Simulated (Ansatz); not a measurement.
Base system: a 20-atom supercell of Ga₂O₃ in the corundum structure (space group R-3c, No. 167; a = 4.985 Å, c = 13.442 Å (hexagonal axes)) at its relaxed geometry.

Level of theory: Ansatz (an electronic-structure program) r2SCAN, no SOC.

Before the change:

```
Property               Result
--------------------  -------
Gap of the supercell  3.56 eV
```

Perturbation: a neutral Ga vacancy, atoms relaxed at fixed cell, starting from a slightly rattled geometry.

### Question
Estimate the effect on the gap of the supercell and largest displacement of a host atom from its site in the perfect cell.

### Answer
The gap of the supercell decreases by 3.107 eV, from 3.56 eV to 0.46 eV; the largest displacement of a host atom from its site in the perfect cell amounts to 0.36 Å.

The magnetic state is the one reached from the starting moments; the real material's order can differ, and small cells can't hold many antiferromagnetic ones. The cell is small, so the values are those of an ordered compound at a high defect concentration; dilute-limit values will differ. The defect cell is spin-polarised and ends with 3.0 μB.
